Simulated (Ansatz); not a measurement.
A periodic model of amorphous Si₁₂Ga₁₂O₄₂:

```xyz
66
Lattice="9.3474 0.2735 0.3275 0.2735 9.8026 -0.0536 0.3275 -0.0536 10.0502" Properties=species:S:1:pos:R:3 pbc="T T T"
Si     7.8028     5.5051     9.3324
Si     0.7639     3.4542     8.3650
Si     4.1824     4.8696     4.6953
Si     5.5764     8.3479    10.0195
Si     6.5983     4.8147     6.6761
Si     3.1415     0.5269     1.7236
Si     0.8257     7.2377     8.1846
Si     8.5391     4.6295     3.6097
Si     1.1149     8.2650     2.3054
Si     4.0444     1.6585     7.7706
Si     1.8467     1.1474     7.0440
Si     3.0073     3.2272     0.1457
Ga     7.6246     7.4097     1.8341
Ga     9.6958     9.0455     5.8654
Ga     5.7998     2.9062     3.4787
Ga     8.7873     9.5864    10.2126
Ga     5.1992     5.2730     1.6159
Ga     6.2566     8.9827     6.9506
Ga     6.9765     1.7146     6.0939
Ga     2.7226     6.4674     0.4020
Ga     1.1997     5.3838     5.6429
Ga     7.7987     3.1254     1.1552
Ga     6.5049     6.8400     4.4255
Ga     5.5916     9.5565     3.9189
O      6.8297     8.5741     0.4318
O      6.6037     5.2776     8.2914
O      7.2791     6.1214     5.9507
O      0.8031     7.1566     6.4953
O      3.0166     2.3055     6.6310
O      0.9284     4.5709     7.2616
O      6.4784     8.1835     3.0677
O      7.9752     9.7566     6.4048
O      8.8577     6.6834     9.0721
O      4.1176     3.4286     3.9611
O      9.8015     9.0813     8.7877
O      5.5343     8.3646     5.3847
O      9.0234     3.8937     2.2338
O      7.2936     3.3269     6.8209
O      1.9563     9.5954     1.8241
O      5.0903     5.7887     3.5348
O      1.8868     3.5308     9.5455
O      0.3666     4.4479     4.3628
O      5.4468     1.0561     7.1600
O      6.8937     5.8618     0.8001
O      7.2373     3.8253     4.2027
O      2.1982     6.7308     8.8810
O      3.5290     4.6981     0.7537
O      9.1416     8.5020     1.5716
O      4.3273     9.6432     0.4815
O      4.3651     2.6742     9.0086
O      2.8751     2.0819     1.2732
O      5.6098     8.1935     8.4135
O      3.9266     0.5058     3.1282
O      4.5467     7.0304     0.6416
O      0.4819     8.3017     3.7835
O      8.0030     6.1865     3.2532
O      6.3090     1.3155     4.3637
O      5.0715     4.7349     6.0909
O      8.6462     4.0542     9.5136
O      5.9712     3.4907     1.6773
O      1.9414     6.9054     1.9802
O      1.3182     0.2606     5.8394
O      0.6221     1.9259     7.8206
O      7.6548     1.4404     0.6644
O      2.9375     0.4603     8.1314
O      2.8685     5.6942     5.0375
```

These are PBE, scalar-relativistic without spin-orbit coupling (plane waves to 420 eV, PAW; Ansatz, a first-principles code) values and carry that method's errors.

The cell was made by melting and quenching with the CHGNet potential and then relaxed with DFT. O atoms were pushed apart under 1.9 Å during the dynamics, to hinder bonds among them. The hot cell started wider than the set density and was brought back towards it in steps. It is the lowest in DFT energy of 2 quenches. It is a model cell: composition and starting density were chosen by hand, and all elements were melted together. No dispersion term was used. Its density started from a set value of 3.49 and ended at 3.33 g/cm³. Cooling (nominally 240 K/ps over its main leg) ran many orders faster than in experiment, which tends to leave more defects and strain. Values belong to this one cell and scatter from quench to quench. Volume and shape were free in the relaxation.

Cut-offs for bonds: Si-Si 2.60 Å, Si-Ga 2.56 Å, Si-O 1.92 Å, Ga-Ga 2.68 Å, Ga-O 2.26 Å, O-O 1.58 Å. Two cations that share two anions don't count as bonded, nor two that share one unless they lie closer than Si-Si 2.38 Å, Si-Ga 2.49 Å, Ga-Ga 2.61 Å.

Problem. Give the coordination numbers, mean bond lengths and angles.

Solution. 
The mean coordination of Si by anions is 4.00 (12 with 4). The mean coordination of Ga by anions comes out as 4.25 (9 with 4, 3 with 5), the mean coordination of O is 2.36 (27 with 2, 15 with 3) and the mean Ga-O bond is 1.900 Å (spread 0.083 Å, 51 counted). The mean Si-O bond is 1.645 Å (spread 0.034 Å, 48 counted). The bond angle at Si is mean 109.3°, spread 5.7° and the bond angle at Ga is mean 107.8°, spread 18.2°. The bond angle at O is mean 124.6°, spread 18.5°.

Problem. List the pairs of like atoms that count as bonded by the rules above.

Solution. There are none by these rules.

Problem. What Bader charges do the atoms carry, from a run on the zone centre alone?

Solution. Means (range): Si +3.26 e (+3.24 to +3.29), Ga +1.91 e (+1.86 to +1.98), O -1.48 e (-1.66 to -1.22).
| atom | charge (e) |
|---|---|
| Si1 | +3.27 |
| Si2 | +3.27 |
| Si3 | +3.24 |
| Si4 | +3.26 |
| Si5 | +3.25 |
| Si6 | +3.29 |
| Si7 | +3.26 |
| Si8 | +3.26 |
| Si9 | +3.26 |
| Si10 | +3.24 |
| Si11 | +3.24 |
| Si12 | +3.28 |
| Ga13 | +1.94 |
| Ga14 | +1.94 |
| Ga15 | +1.86 |
| Ga16 | +1.92 |
| Ga17 | +1.92 |
| Ga18 | +1.89 |
| Ga19 | +1.89 |
| Ga20 | +1.92 |
| Ga21 | +1.98 |
| Ga22 | +1.88 |
| Ga23 | +1.89 |
| Ga24 | +1.90 |
| O25 | -1.47 |
| O26 | -1.63 |
| O27 | -1.46 |
| O28 | -1.43 |
| O29 | -1.62 |
| O30 | -1.51 |
| O31 | -1.26 |
| O32 | -1.23 |
| O33 | -1.66 |
| O34 | -1.44 |
| O35 | -1.45 |
| O36 | -1.22 |
| O37 | -1.44 |
| O38 | -1.42 |
| O39 | -1.65 |
| O40 | -1.42 |
| O41 | -1.65 |
| O42 | -1.47 |
| O43 | -1.48 |
| O44 | -1.46 |
| O45 | -1.50 |
| O46 | -1.46 |
| O47 | -1.43 |
| O48 | -1.43 |
| O49 | -1.65 |
| O50 | -1.64 |
| O51 | -1.64 |
| O52 | -1.44 |
| O53 | -1.47 |
| O54 | -1.45 |
| O55 | -1.49 |
| O56 | -1.45 |
| O57 | -1.23 |
| O58 | -1.65 |
| O59 | -1.59 |
| O60 | -1.22 |
| O61 | -1.45 |
| O62 | -1.47 |
| O63 | -1.65 |
| O64 | -1.25 |
| O65 | -1.62 |
| O66 | -1.47 |
